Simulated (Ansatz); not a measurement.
Electronic density of states of amorphous Hf$_{18}$O$_{37}$Sr, density 8.85 g/cm³, on a 2×2×2 Γ-centred mesh with a Gaussian width of 0.1 eV; energies count from the Fermi level, whose place inside the gap is arbitrary. Cell and mesh are small, so fine structure isn't converged. The numbers are results of PBE, scalar-relativistic without spin-orbit coupling (plane waves to 420 eV, PAW; Ansatz, a quantum-chemistry and plane-wave program), not measurements. Sampling: a 2×2×2 Γ-centred mesh; Fermi-Dirac width 0.02 eV; no spin polarisation. At PBE the levels at the filled edge of the gap are localised (band-tail or defect states), and the nearest spread-out levels lie 4.1 eV apart at the zone centre.

Preparation: random packing, a CHGNet melt and quench, and a DFT relaxation. O atoms were pushed apart under 1.9 Å during the dynamics, to hinder bonds among them. The hot cell started wider than the set density and was brought back towards it in steps. It is the lowest in DFT energy of 2 quenches. It is a model cell: composition and starting density were chosen by hand, and all elements were melted together. No dispersion term was used. Its density started from a set value of 8.83 and ended at 8.85 g/cm³. Cooling (nominally 300 K/ps over its main leg) ran many orders faster than in experiment, which tends to leave more defects and strain. Values belong to this one cell and scatter from quench to quench. Volume and shape were free in the relaxation.

```csv
E - EF (eV),states/(eV atom)
-12.00,1.59
-11.90,1.28
-11.80,0.45
-11.70,0.03
-11.60,0.00
-11.50,0.00
-11.40,0.00
-11.30,0.00
-11.20,0.00
-11.10,0.00
-11.00,0.00
-10.90,0.00
-10.80,0.00
-10.70,0.00
-10.60,0.00
-10.50,0.00
-10.40,0.00
-10.30,0.00
-10.20,0.00
-10.10,0.00
-10.00,0.00
-9.90,0.00
-9.80,0.00
-9.70,0.00
-9.60,0.00
-9.50,0.00
-9.40,0.00
-9.30,0.00
-9.20,0.00
-9.10,0.00
-9.00,0.00
-8.90,0.00
-8.80,0.00
-8.70,0.00
-8.60,0.00
-8.50,0.00
-8.40,0.00
-8.30,0.00
-8.20,0.00
-8.10,0.00
-8.00,0.00
-7.90,0.00
-7.80,0.00
-7.70,0.00
-7.60,0.00
-7.50,0.00
-7.40,0.00
-7.30,0.02
-7.20,0.11
-7.10,0.21
-7.00,0.24
-6.90,0.34
-6.80,0.46
-6.70,0.49
-6.60,0.48
-6.50,0.52
-6.40,0.60
-6.30,0.68
-6.20,0.76
-6.10,0.77
-6.00,0.75
-5.90,0.83
-5.80,0.95
-5.70,0.94
-5.60,0.84
-5.50,0.82
-5.40,0.85
-5.30,0.85
-5.20,0.80
-5.10,0.83
-5.00,0.83
-4.90,0.86
-4.80,0.84
-4.70,0.83
-4.60,0.86
-4.50,0.95
-4.40,0.87
-4.30,0.83
-4.20,0.82
-4.10,0.84
-4.00,0.87
-3.90,0.83
-3.80,0.89
-3.70,0.95
-3.60,0.93
-3.50,0.96
-3.40,0.99
-3.30,0.96
-3.20,0.91
-3.10,0.87
-3.00,0.95
-2.90,0.98
-2.80,0.98
-2.70,0.91
-2.60,0.86
-2.50,0.86
-2.40,0.72
-2.30,0.52
-2.20,0.35
-2.10,0.22
-2.00,0.23
-1.90,0.19
-1.80,0.04
-1.70,0.00
-1.60,0.00
-1.50,0.00
-1.40,0.00
-1.30,0.00
-1.20,0.00
-1.10,0.00
-1.00,0.00
-0.90,0.00
-0.80,0.00
-0.70,0.00
-0.60,0.00
-0.50,0.00
-0.40,0.00
-0.30,0.00
-0.20,0.00
-0.10,0.00
0.00,0.00
0.10,0.00
0.20,0.00
0.30,0.00
0.40,0.00
0.50,0.00
0.60,0.00
0.70,0.00
0.80,0.00
0.90,0.00
1.00,0.00
1.10,0.00
1.20,0.00
1.30,0.00
1.40,0.00
1.50,0.00
1.60,0.00
1.70,0.00
1.80,0.04
1.90,0.18
2.00,0.26
2.10,0.24
2.20,0.24
2.30,0.26
2.40,0.36
2.50,0.39
2.60,0.47
2.70,0.61
2.80,0.61
2.90,0.58
3.00,0.61
3.10,0.65
3.20,0.74
3.30,0.75
3.40,0.71
3.50,0.75
3.60,0.74
3.70,0.73
3.80,0.69
3.90,0.62
4.00,0.62
4.10,0.63
4.20,0.66
4.30,0.71
4.40,0.73
4.50,0.67
4.60,0.67
4.70,0.71
4.80,0.67
4.90,0.64
```

The level gap on this mesh is 3.82 eV; the broadening fills part of it in the curve.
